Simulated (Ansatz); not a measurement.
## Bi₂S₃ (model structure, started from the A-La2O3 type, P-3m1, No. 164, 5 atoms in the cell)

These are LDA (Ansatz, a first-principles code, plane waves, PAW) values and carry that method's errors.

Run with plane-wave cutoff 520 eV, 12×12×6 k mesh (along the axes of the cell as run), Fermi–Dirac smearing 0.01 eV, scalar-relativistic PAW data made under PBE.

Cell (relaxed at this level):

```cif
data_Bi2S3
_chemical_formula_sum 'Bi2 S3'
_space_group_name_H-M_alt 'P-3m1'
_space_group_IT_number 164
_space_group_name_Hall '-P 3 2"'
_cell_length_a 3.96902
_cell_length_b 3.96902
_cell_length_c 9.23873
_cell_angle_alpha 90.000
_cell_angle_beta 90.000
_cell_angle_gamma 120.000
loop_
_atom_site_label
_atom_site_type_symbol
_atom_site_symmetry_multiplicity
_atom_site_Wyckoff_symbol
_atom_site_fract_x
_atom_site_fract_y
_atom_site_fract_z
_atom_site_occupancy
Bi1 Bi 2 d 0.33333 0.66667 0.19831 1
S1 S 1 a 0.00000 0.00000 0.00000 1
S2 S 2 d 0.66667 0.33333 0.35369 1
```

```
Property   Result
--------  -------
band gap  0.53 eV
```

Note: the relaxation could raise the start's symmetry but not lower it, so the cell can be a saddle point.

Spin–orbit coupling is not included; with these elements it can move the gap by several tenths of an eV or more.

A model structure was made by putting elements into a prototype or built by hand; it is no filed structure, need not be a known phase, and can be a saddle point held by its symmetry.
